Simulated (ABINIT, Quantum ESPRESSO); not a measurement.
A Quantum ESPRESSO input for a relaxation of cell and atoms of C (Fd-3m, 2 atoms in the cell) (DFT, PBE, plane waves, PseudoDojo standard norm-conserving (PBE) pseudopotentials):

```fortran
&CONTROL
  calculation = 'vc-relax'
  prefix = 'C'
  outdir = './tmp/'
  pseudo_dir = './'
/
&SYSTEM
  ibrav = 0
  nat = 2
  ntyp = 1
  ecutwfc = 85
  occupations = 'smearing'
  smearing = 'fermi-dirac'
  degauss = 0.0036749
/
&ELECTRONS
  conv_thr = 1e-10
  mixing_beta = 0.5
/
&IONS
/
&CELL
/
ATOMIC_SPECIES
C     12.0110  C.upf
CELL_PARAMETERS {bohr}
   0.00000000     3.31731972     3.31731972
   3.31731972     0.00000000     3.31731972
   3.31731972     3.31731972     0.00000000
ATOMIC_POSITIONS {crystal}
C     0.50000000    0.50000000    0.50000000
C     0.75000000    0.75000000    0.75000000
K_POINTS {automatic}
13 13 13  0 0 0
```

Write the same calculation as an input for ABINIT.

One input that does it (others would too):

```
# C, PseudoDojo nc-sr-05 PBE standard
pp_dirpath "./"
pseudos "C.upf"
acell 4.6913985465 4.6913985465 4.6913985465
rprim
         0.0000000000    0.7071067812    0.7071067812
         0.7071067812    0.0000000000    0.7071067812
         0.7071067812    0.7071067812    0.0000000000
natom 2
ntypat 1
znucl 6
typat 1 1
xred
         0.5000000000    0.5000000000    0.5000000000
         0.7500000000    0.7500000000    0.7500000000
ecut 82 Ry
occopt 3
tsmear 0.05 eV
nband 9
kptopt 1
ngkpt 13 13 13
nshiftk 1
shiftk 0 0 0
nstep 60
tolvrs 1.0e-11
ionmov 3
ntime 40
tolmxf 5.0e-05
optcell 2
dilatmx 1.08
ecutsm 0.5
prtwf 0
prtden 0
```

Basis settings and potentials, where a program has them, do not carry over. This input uses DFT, PBE, plane waves, norm-conserving pseudopotentials (PseudoDojo nc-sr-05 PBE standard).

The starting cell comes from a database of computed structures (which also holds hypothetical and non-ambient phases and stackings), without a prior relaxation at this level. Its lattice was rescaled by a random factor within 2.5 % of one.
